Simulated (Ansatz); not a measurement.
The structure below was relaxed with DFT with PBEsol, PAW potentials and a 420 eV plane-wave cutoff in Ansatz (a first-principles code), no spin-orbit coupling, at pressure 7 GPa.

```
CELL_PARAMETERS angstrom
      1.80199    -7.00948     0.00000
      1.80199     7.00948     0.00000
      0.00000     0.00000     3.59585
ATOMIC_POSITIONS crystal
  Si 0.94364 0.05636 0.75000
  Si 0.05636 0.94364 0.25000
  Si 0.24993 0.75007 0.75000
  Si 0.75007 0.24993 0.25000
  Hf 0.60381 0.39619 0.75000
  Hf 0.39619 0.60381 0.25000
```

Question: Find the space group and the Wyckoff positions.

Answer: Space group Cmcm (No. 63); a = 3.6040 Å, b = 14.0190 Å, c = 3.5958 Å, α = β = γ = 90.00°

| atom | site | symmetry | x | y | z |
|---|---|---|---|---|---|
| Si | 4c | m2m | 0.0000 | 0.0564 | 0.2500 |
| Si | 4c | m2m | 0.0000 | 0.2499 | 0.7500 |
| Hf | 4c | m2m | 0.0000 | 0.3962 | 0.2500 |

Load acts through the strain it causes; cell and atoms are relaxed under it. No phonon test of stability was made. No other phases were tried under pressure. All final runs are without spin polarisation. The cell was made from HfSi$_{2}$ (space group Cmcm, No. 63) by this change: pressure 7 GPa.
